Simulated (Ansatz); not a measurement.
Base system: Sb (space group R-3m, No. 166; layered; relaxed with 0.1 eV smearing).

```
Sb
1.0
    2.16313     1.24888     3.77967
   -2.16313     1.24888     3.77967
    0.00000    -2.49776     3.77967
Sb
2
Direct
  0.23339   0.23339   0.23339
  0.76661   0.76661   0.76661
```

Cartesian axes are those of the cell as printed.

Method: r2SCAN+rVV10/PAW in Ansatz (a first-principles code), scalar-relativistic without spin-orbit coupling.

Modification: uniaxial strain ε_xx = +2.13 %, all other strain components held at zero, atoms relaxed at fixed cell.

Question: Predict the stress tensor and what it implies for the stiffness.

Answer: Stress of the strained cell less that of the base (GPa, compression positive):
```
   -2.0     0.0     0.0
    0.0    -0.6     0.4
    0.0     0.4    -0.4
```

Then −Δσ_ii/ε with ε = 0.0213 gives secant stiffness values (nonlinear terms included at this strain): C11 ≈ 92 GPa, C12 ≈ 27 GPa and C13 ≈ 21 GPa.

As a check, the harmonic strain energy −½ V₀ Δσ:ε is 4.0 meV/atom; the computed energy rise is 4.1 meV/atom.

Whether these cells are dynamically stable was not tested.
